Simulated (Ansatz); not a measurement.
The (110) face of alpha cristobalite (a metastable polymorph) can be cut between different planes. Symmetric, stoichiometric slabs relaxed in the 1x1 cell (51.0 Å²): top plane 2 O, 0.28 Å over the next in the ideal cut; top plane 2 O, 0.53 Å over the next in the ideal cut.

Level of theory: PBE (plane waves to 420 eV, PAW; Ansatz, a first-principles code).

Problem. Order them by surface energy (lowest first) at the level PBE.

Solution. the cut with an outer spacing of 0.53 Å (2.01 J/m²), the cut with an outer spacing of 0.28 Å (2.77 J/m²)
